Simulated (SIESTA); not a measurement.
A self-consistent single point of La4CdPd (F-43m, 24 atoms in the cell) with SIESTA.

Method of the run: GGA PBEsol, numerical atomic orbitals DZP, PseudoDojo PBEsol standard norm-conserving potentials (rewritten from UPF to PSML) in SIESTA.

```xyz
24
Lattice="0.0000 7.2051 7.2051 7.2051 0.0000 7.2051 7.2051 7.2051 0.0000" Properties=species:S:1:pos:R:3 pbc="T T T"
La     1.4487     1.4487     1.4487
La     1.4487     5.7564     5.7564
La     5.7564     5.7564     1.4487
La     5.7564     1.4487     5.7564
La    13.6048    10.8076    10.8076
La    10.8077     8.0105    10.8076
La     8.0105    10.8077    10.8077
La    10.8076    13.6048    10.8077
La    10.8076    10.8076     8.0105
La    10.8077    10.8077    13.6048
La     4.5211     7.2051     7.2051
La     7.2051     9.8891     7.2051
La     9.8891     7.2051     7.2051
La     7.2051     4.5211     7.2051
La     7.2051     7.2051     9.8891
La     7.2051     7.2051     4.5211
Cd     4.7385     4.7385     4.7385
Cd     4.7385     2.4666     2.4666
Cd     2.4666     2.4666     4.7385
Cd     2.4666     4.7385     2.4666
Pd    12.8713    12.8713    12.8713
Pd    12.8713     8.7440     8.7440
Pd     8.7440     8.7440    12.8713
Pd     8.7440    12.8713     8.7440
```

Reference input (self-consistent single point, DFT, GGA PBEsol, numerical atomic orbitals DZP, PseudoDojo PBEsol standard norm-conserving potentials (rewritten from UPF to PSML)): XC.functional = GGA; XC.authors = PBEsol; potentials = PseudoDojo PBEsol standard; PAO.BasisSize = DZP; PAO.EnergyShift = 0.005 Ry; MeshCutoff = 300 Ry; kgrid.MonkhorstPack = 3 3 3; OccupationFunction = FD; ElectronicTemperature = 0.05 eV; MaxSCFIterations = 150; SCF.Mixer.Method = Pulay; SCF.Mixer.Weight = 0.1. This run's input differs from it in these lines:

```diff
@@ -51,8 +51,9 @@
 %block kgrid.MonkhorstPack
-    3   0   0  0.0
-    0   3   0  0.0
-    0   0   3  0.0
+    4   0   0  0.0
+    0   4   0  0.0
+    0   0   4  0.0
 %endblock kgrid.MonkhorstPack
-OccupationFunction           FD
-ElectronicTemperature        0.05 eV
+OccupationFunction           MP
+OccupationMPOrder            0
+ElectronicTemperature        0.3 eV
```

Log, with long lists cut:

```
        iscf     Eharris(eV)        E_KS(eV)     FreeEng(eV)     dDmax    Ef(eV) dHmax(eV)
   scf:    1   -48755.313345   -48987.154309   -48988.223098  1.626109 -5.048642 21.621019
   scf:    2   -49041.551366   -49023.279989   -49024.335747  0.344852 -5.048384  9.772773
   scf:    3   -49031.626283   -49028.785376   -49029.854111  0.194677 -5.047671  4.050414
   scf:    4   -49030.866734   -49029.943109   -49031.023979  0.070578 -5.069828  1.822961
   scf:    5   -49030.992219   -49030.634670   -49031.733914  0.092697 -5.119040  0.360613
   scf:    6   -49030.681599   -49030.659164   -49031.760982  0.006439 -5.126917  0.277200
   [... lines left out ...]
   scf:    8   -49030.689556   -49030.689295   -49031.800372  0.003255 -5.154366  0.024121
   scf:    9   -49030.689912   -49030.689825   -49031.800975  0.003755 -5.155443  0.032476
   scf:   10   -49030.690583   -49030.690235   -49031.801120  0.000634 -5.155363  0.006373
   scf:   11   -49030.690443   -49030.690340   -49031.801136  0.000481 -5.155361  0.003935
   scf:   12   -49030.690658   -49030.690500   -49031.801152  0.000559 -5.155383  0.003030
   scf:   13   -49030.691072   -49030.690787   -49031.801165  0.000878 -5.155421  0.000503
   scf:   14   -49030.690859   -49030.690823   -49031.801165  0.000064 -5.155433  0.000351
SCF Convergence by DM+H criterion
max |DM_out - DM_in|         :     0.0000635397
max |H_out - H_in|      (eV) :     0.0003514599
SCF cycle converged after 14 iterations

Using DM_out to compute the final energy and forces

siesta: E_KS(eV) =           -49030.6908

siesta: E_KS - E_eggbox =    -49030.6908

siesta: Atomic forces (eV/Ang):
     1    0.025151    0.025151    0.025151
     2    0.025113   -0.025146   -0.025146
     3   -0.025146   -0.025146    0.025113
   [... 21 lines left out ...]
   Tot    0.000007    0.000007    0.000007
   Max    0.083191
   Res    0.043257    sqrt( Sum f_i^2 / 3N )
   Max    0.083191    constrained

Stress tensor Voigt[x,y,z,yz,xz,xy] (kbar):       11.00       11.00       11.00       -0.07       -0.07       -0.07
(Free)E + p*V (eV/cell)   -49036.9355
Target enthalpy (eV/cell)   -49031.8012

   [... lines left out ...]
siesta: FreeEng =    -49031.801165
   [... lines left out ...]
siesta:     0.006863   -0.000045   -0.000045
siesta:    -0.000045    0.006863   -0.000045
siesta:    -0.000045   -0.000045    0.006863

siesta: Cell volume =        748.083428 Ang**3

siesta: Pressure (static):
siesta:                Solid            Molecule  Units
siesta:          -0.00007475         -0.00006964  Ry/Bohr**3
siesta:          -0.00686333         -0.00639440  eV/Ang**3
siesta:         -10.99626341        -10.24496276  kBar
```

The run converged in 14 iterations. Against the reference run the free energy drops by 18.8 meV/atom, the pressure moves little (-1.19 to -1.10 GPa) and the largest force goes from 0.115 to 0.144 eV/Å.

The starting cell comes from a database of computed structures (which also holds hypothetical and non-ambient phases and stackings), without a prior relaxation at this level. Spin polarisation is off. Values carry the incompleteness of an atom-centred basis.

Cost on one core of a shared machine: roughly 8 min.
